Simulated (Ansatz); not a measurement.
## Band edges of zincblende InP (F-43m) under uniaxial stress along [111]

Cell and atoms are relaxed with PBEsol to each stress (compression positive); bands and masses by r2SCAN with spin-orbit coupling, rigid bands (plane waves, PAW; Ansatz, a quantum-chemistry and plane-wave program). Strains are changes of length against the unloaded cell.

```cif
data_In4P4
_chemical_formula_sum 'In4 P4'
_space_group_name_H-M_alt 'F-43m'
_space_group_IT_number 216
_space_group_name_Hall 'F -4 2 3'
_cell_length_a 5.87798
_cell_length_b 5.87798
_cell_length_c 5.87798
_cell_angle_alpha 90.000
_cell_angle_beta 90.000
_cell_angle_gamma 90.000
loop_
_atom_site_label
_atom_site_type_symbol
_atom_site_symmetry_multiplicity
_atom_site_Wyckoff_symbol
_atom_site_fract_x
_atom_site_fract_y
_atom_site_fract_z
_atom_site_occupancy
In1 In 4 a 0.00000 0.00000 0.00000 1
P1 P 4 d 0.75000 0.75000 0.75000 1
```
(The calculation used a cell of 2 atoms; values per cell refer to that cell.)

```
stress (GPa)  strain [111] (%)  strain [1−10] (%)  gap (eV)  mean mₑ*
------------  ----------------  -----------------  --------  --------
-7.00                     6.91              -1.35     0.503     0.068
-5.00                     4.78              -1.00     0.714     0.077
-3.00                     2.83              -0.62     0.887     0.083
-1.00                     0.94              -0.21     1.030     0.088
0                            0                  0     1.089     0.089
1.00                     -0.93               0.23     1.078     0.091
3.00                     -2.83               0.70     1.012     0.094
```

[111] is the direction of the load; [11−2] strains as [1−10]. Masses are conductivity masses at 300 K in electron masses, harmonic means over x, y and z.

From the two loads next to zero, find the Young modulus and the ratio of transverse to axial strain.

Between -1.00 and 1.00 GPa the strain along [111] changes by -1.87 % and that along [1−10] by 0.44 %. The modulus is 2.00/0.0187 = 107 GPa and the ratio of the strains 0.24 (PBEsol, atoms relaxed).

How fast does the gap move on either side of zero load?

Under tension, (1.030 − 1.089) eV over -1.00 GPa = 59 meV/GPa, or about -6.3 eV per unit strain; under compression, (1.012 − 1.089) eV over 3.00 GPa = -26 meV/GPa, or about 2.7 eV per unit strain. The two slopes part by 85 meV/GPa; gaps are resolved to about 0.01 eV, which allows 13 meV/GPa, so they differ, even in sign: the gap has a turning point near zero load.

Masses are those of dilute carriers in rigid bands with one relaxation time, without polarons. Third decimals of gaps are kept for the arithmetic. Every relaxation keeps the zincblende phase (space group R3m under this load), so a transition, a distortion that breaks the symmetry or fracture can't show.
